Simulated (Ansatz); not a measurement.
Base system: KTaO$_{3}$ in the cubic perovskite structure (space group Pm-3m, No. 221; a = 4.024 Å).

The values are results of Ansatz (a quantum-chemistry and plane-wave program) PBE, spin-orbit coupling left out, not measurements.

One change was made to it. Results:

The width of the top valence band rises by 0.126 eV to 1.19 eV; the lattice parameter a decreases by 0.216 Å to 3.808 Å; the smallest direct gap goes up by 0.203 eV to 2.99 eV.

Q: What was done to the base?
A. pressure 45 GPa
B. pressure −2 GPa
C. pressure 18 GPa
D. pressure 9 GPa

A: A, pressure 45 GPa. For comparison, the lattice parameter a in the other runs: pressure 18 GPa gives 3.918 Å; pressure 9 GPa gives 3.967 Å; pressure −2 GPa gives 4.039 Å.

With Ta present, leaving out spin-orbit coupling can change the band edges. Load acts through the strain it causes; cell and atoms are relaxed under it. Whether these cells are dynamically stable was not tested. Competing high-pressure phases were not computed.
